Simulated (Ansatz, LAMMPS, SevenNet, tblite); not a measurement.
## Stishovite (SiO2), elastic constant C44

Reference value: 258 GPa (measured, temperature not stated, not corrected to a static lattice; as tabulated in Lakshtanov, Sinogeikin, Hellwig, Katsura, Bass et al., AGU Fall Meeting 2007 …).

Task: What do ionic model teter-deng-du, GFN1-xTB, SevenNet-0, LDA, PBE, r²SCAN, HSE06 give, and how far is each from the reference?

Result: 
| level (code) | value (GPa) | cell (Å³/atom) | difference (%) |
|---|---|---|---|
| ionic model teter-deng-du (rigid ions, LAMMPS) | 173 | 8.27 | -33 |
| GFN1-xTB (tblite) | 223 | 8.50 | -13.6 |
| SevenNet-0 | 214 | 8.03 | -17.1 |
| LDA (Ansatz) | 253 | 7.66 | -1.9 |
| PBE (Ansatz) | 227 | 8.05 | -12.0 |
| r²SCAN (Ansatz) | 257 | 7.79 | -0.4 |
| HSE06 (Ansatz) | 257 | 7.75 | -0.4 |

The reference's temperature isn't stated, so close values are not ranked against it. Off by more than 25 %, or 35 % on the side where a correction would as a rule narrow the miss (bounds picked here): ionic model teter-deng-du (-33 %).

The reference isn't brought to a static lattice, while the calculations are for one, so the differences are not the levels' errors alone. A static lattice is as a rule stiffer than a warm one, by over a tenth in soft solids.  GFN1-xTB: the method was fitted mainly to molecules. GFN1-xTB: the run uses a supercell at the zone centre in place of a k mesh. Each level is taken at its own relaxed cell. Cutoffs and k meshes differ between the levels. Ansatz's density-functional and Hartree–Fock values are scalar-relativistic unless marked +SOC, with PAW data made under PBE.

Empirical potentials (ionic model teter-deng-du) are fitted to chosen data: where that held the value shown, agreement is built in, and what lay outside the fit can be far off. Machine-learned potentials (SevenNet-0) are trained on DFT data: a solid inside that data is no test of them.

Differences are worked out from the printed values.

Ansatz is a first-principles code.
